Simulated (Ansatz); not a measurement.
## Input and output of a self-consistent single point for the (001) slab of W (cut from a parent of space group no. 229; 8 atoms in the cell) (Ansatz)

Level of theory: LDA (PW92), default PAW files made with PBE (plane waves; Ansatz, a first-principles code).

This input was run:

Ansatz 0.2 input:
```yaml
crystal:
  lattice:
    - [3.21121700, 0.00000000, 0.00000000]
    - [0.00000000, 3.21121700, 0.00000000]
    - [0.00000000, 0.00000000, 21.09610000]
  atoms:
    - { symbol: W, position: [0.00000000, 0.00000000, 0.31214800] }
    - { symbol: W, position: [0.50000000, 0.50000000, 0.23701100] }
    - { symbol: W, position: [0.00000000, 0.00000000, 0.46243100] }
    - { symbol: W, position: [0.50000000, 0.50000000, 0.38729000] }
    - { symbol: W, position: [0.00000000, 0.00000000, 0.61271000] }
    - { symbol: W, position: [0.50000000, 0.50000000, 0.53756900] }
    - { symbol: W, position: [0.00000000, 0.00000000, 0.76298900] }
    - { symbol: W, position: [0.50000000, 0.50000000, 0.68784800] }
basis:
  ecutwfc: 30.9 Ry
kpoints:
  mp_grid: { grid: [8, 8, 1] }
hamiltonian:
  xc: lda
  pseudopotentials: { kind: paw }
scf:
  occupations: { method: cold, width: 0.0073 Ry }
output:
  forces: true
  eigenvalues: true
  stress: true
```

The program printed (abridged):

```
WARN the atoms were moved onto the symmetric positions of the space group found under crystal.symmetry.tolerance 1.0e-5 (fractional …
Pseudopotentials: kind: paw
Pseudopotential: W, paw, valence charge 14
Crystal: 8 atoms, lattice volume = 217.541 Å³
Basis set: ecut = 420.4159175005146 eV, 4271 PW (Γ)
Bands: 68, of which v1, the nominal top of the filled ones, is band 56 counted from 1 (55 counted from 0)
Symmetry: 16 space group operations
Space group: P4/nmm (ITA 129), of the structure as read, at distance tolerance 6.0e-5 Å
k-points: 15 of 64
PAW frozen core: W, regenerated for the run's functional, and the local potential with it
Initial density: superposition of atomic densities (neutral atoms: chi_scale 0, normalization atom), corrected by the library's trained network
Initial wavefunctions: pseudopotential atomic-orbital guess
Eigensolver: davidson
Functional: x = slater, c = lda
SCF iter   1: F=—  HF=-81032.104588 eV  |F-HF|=—  |Δ(HF+E_count)|=         —  Δρ=7.75e-3  dr2=2.58e-1  ethr=1.77e-3  ⟨swp⟩=7.3  Hψ=4382  notcnv=0
all-band conjugate gradients solve this SCF's bands
preconditioner: auto → LDOS
SCF iter   2: F=—  HF=-81032.086209 eV  |F-HF|=—  |Δ(HF+E_count)|=   1.84e-2  S|Δr|=    0.00e0  Δρ=5.95e-3  dr2=3.19e-1  ethr=2.30e-4  ⟨swp⟩=2.9  Hψ=1866  notcnv=0  defer=72
SCF iter   3: F=—  HF=-81032.061184 eV  |F-HF|=—  |Δ(HF+E_count)|=   2.50e-2  S|Δr|=    0.00e0  Δρ=2.49e-3  dr2=4.02e-2  ethr=2.30e-4  ⟨swp⟩=2.0  Hψ=1384  notcnv=0  defer=72
SCF iter   4: F=—  HF=-81032.057254 eV  |F-HF|=—  |Δ(HF+E_count)|=   3.93e-3  S|Δr|=    0.00e0  Δρ=4.71e-4  dr2=9.58e-4  ethr=3.59e-5  ⟨swp⟩=2.1  Hψ=1233  notcnv=0  defer=72
SCF iter   5: F=—  HF=-81032.057054 eV  |F-HF|=—  |Δ(HF+E_count)|=   2.01e-4  S|Δr|=    0.00e0  Δρ=1.60e-4  dr2=2.63e-4  ethr=8.55e-7  ⟨swp⟩=3.0  Hψ=1586  notcnv=0  defer=72
SCF iter   6: F=—  HF=-81032.057048 eV  |F-HF|=—  |Δ(HF+E_count)|=   6.00e-6  S|Δr|=    0.00e0  Δρ=4.48e-5  dr2=7.79e-6  ethr=2.35e-7  ⟨swp⟩=2.1  Hψ=1148  notcnv=0  defer=72
SCF iter   7: F=—  HF=-81032.057348 eV  |F-HF|=—  |Δ(HF+E_count)|=   3.00e-4  S|Δr|=    0.00e0  Δρ=1.98e-5  dr2=1.95e-6  ethr=6.96e-9  ⟨swp⟩=3.1  Hψ=1853  notcnv=0  defer=39
SCF iter   8: F=—  HF=-81032.057347 eV  |F-HF|=—  |Δ(HF+E_count)|=   2.03e-7  S|Δr|=    0.00e0  Δρ=5.69e-6  dr2=1.79e-7  ethr=1.74e-9  ⟨swp⟩=2.1  Hψ=1333  notcnv=0  defer=39
SCF iter   9: F=-81032.057347 eV  HF=-81032.057347 eV  |F-HF|=3.87e-9  |Δ(HF+E_count)|=   3.04e-9  S|Δr|=    0.00e0  Δρ=1.73e-6  dr2=1.23e-8  ethr=8.93e-11  ⟨swp⟩=13.5  Hψ=4470  notcnv=0
SCF 1 converged in 9 iterations: F = -81032.057347 eV  dr2 = 1.23e-8
SCF converged after 9 iterations
Stability not checked (fill_not_monotonic)
Free energy (F): -81032.057347 eV
Harris-Foulkes:  -81032.057347 eV  (|F-HF|=3.87e-9)
Internal energy: -81032.064446 eV  (E = F + TS)
E sigma→0 (E₀):  -81032.059714 eV
Entropy (-TS):   0.007099 eV (0.887 meV/atom)
Fermi energy:    11.190194 eV
Step filling:    the computed levels leave a gap of 0.0484 eV = 0.5 smearing widths
--- Per-component energies (eV) ---
  E_band       = -1899.274664
  E_kinetic    = 3577.464440
  E_local      = -67116.840196  (includes V_loc(G=0)·N_el)
  E_nonlocal   = 54.459285
  E_hartree    = 32259.815839
  E_xc         = -2106.601633
  E_vxc        = -1894.000655  (∫ρ·V_xc dr)
  E_paw        = -66475.955390  (= ΣΔE_a)
  E_vpaw       = -1039.995623  (= ΣTr[D̂ρ^β])
  E_aug_tail   = -0.000513  (compensation charges beyond the density's cutoff)
  E_ewald      = 18773.328499
  E_core_change = 2.265223  (= ΣΔE_core)
  E_smearing   = 0.007099  (= −TS)
  E_closure    = -0.000000  (closes the sum)
  Σ components = -81032.057347   (vs F -81032.057347, Δ=0.00e0)
--- Forces (eV/Å), atoms counted from 1 ---
  atom   1  W      0.00000000     0.00000000    -1.69401038
  atom   2  W      0.00000000     0.00000000     2.73392196
  atom   3  W      0.00000000     0.00000000     0.04908802
  atom   4  W      0.00000000     0.00000000    -0.00762613
  atom   5  W      0.00000000     0.00000000     0.00762613
  atom   6  W      0.00000000     0.00000000    -0.04908802
  atom   7  W      0.00000000     0.00000000    -2.73392196
  atom   8  W      0.00000000     0.00000000     1.69401038
  max |Σ_I F_I| component: 0.00e0 eV/Å
--- Stress (GPa, compression-positive) ---
      -17.017292       0.000000       0.000000
        0.000000     -17.017292       0.000000
        0.000000       0.000000     -12.481624
  P = ⅓ Tr σ = -15.5054 GPa (-155.054 kbar)
  The stress holds the Pulay correction. Without it, at fixed plane waves, as pw.x and ABINIT print it: P = -15.5257 GPa
--- Band table (eV; the first three rows and the last of 15) ---
  k-point 0: bands = ["-62.8664", "-62.8354", "-62.7684", "-62.7136", "-62.6980", "-62.6807", "-62.6084", "-62.6082", "-27.3046", "-27.2941", "-27.2941", "-27.2726", "-27.1867", "-27.1867", "-27.1786", "-27.1237", "-27.0268", "-27.0268", "-27.0264", [...]
  k-point 1: bands = ["-62.8586", "-62.8300", "-62.7662", "-62.7115", "-62.6964", "-62.6843", "-62.6121", "-62.6119", "-27.3712", "-27.3650", "-27.2932", "-27.2637", "-27.2455", "-27.1622", "-27.1424", "-27.1350", "-27.0528", "-27.0101", "-26.9737", [...]
  k-point 2: bands = ["-62.8370", "-62.8158", "-62.7619", "-62.7120", "-62.6907", "-62.6888", "-62.6225", "-62.6225", "-27.4898", "-27.4767", "-27.3617", "-27.3569", "-27.1778", "-27.1731", "-27.1458", "-27.0938", "-27.0534", "-26.9890", "-26.9648", [...]
  k-point 14: bands = ["-62.7817", "-62.7817", "-62.7465", "-62.7465", "-62.6640", "-62.6640", "-62.6405", "-62.6405", "-27.6226", "-27.6226", "-27.4832", "-27.4832", "-27.2789", "-27.2789", "-27.0823", "-27.0823", "-27.0810", "-27.0810", [...]
```

The run converged in 9 iterations.

The starting cell comes from a database of computed structures (which also holds hypothetical and non-ambient phases and stackings), without a prior relaxation at this level. The slab is cut from that crystal, and its faces are unrelaxed. Its lattice was rescaled in the plane by a random factor within 2.5 % of one. Spin-orbit coupling is off. Spin polarisation is off. Forces in this geometry exceed 1 eV/Å.
